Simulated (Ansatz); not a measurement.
**GaSb (model structure, started from the WC type, P-6m2, No. 187, 2 atoms in the cell): properties by level of theory**

| level (code) | lattice constant a (Å) | c axis length (Å) | cohesive energy (eV/atom) |
|---|---|---|---|
| PBEsol (Ansatz) | … | … | 3.00 |
| PBE-D3(BJ) (Ansatz) | 3.880 | 3.653 | 2.95 |
| r²SCAN (Ansatz) | 4.014 | … | … |
| r²SCAN+rVV10 (Ansatz) | … | … | … |

### Question
Complete the blanks.

### Answer

- PBEsol (Ansatz, a first-principles code), lattice constant a (Å): 3.877
- PBEsol (Ansatz), c axis length (Å): 3.637
- r²SCAN (Ansatz), c axis length (Å): 3.532
- r²SCAN (Ansatz), cohesive energy (eV/atom): 2.55
- r²SCAN+rVV10 (Ansatz), lattice constant a (Å): 3.964
- r²SCAN+rVV10 (Ansatz), c axis length (Å): 3.551
- r²SCAN+rVV10 (Ansatz), cohesive energy (eV/atom): 2.77

Ansatz's density-functional and Hartree–Fock values are scalar-relativistic unless marked +SOC, with PAW data made under PBE.

Free atoms are spin-polarised, in the lowest state found; at levels without +SOC their spin–orbit coupling is left out.

A model structure was made by putting elements into a prototype or built by hand; it is no filed structure, need not be a known phase, and can be a saddle point held by its symmetry.
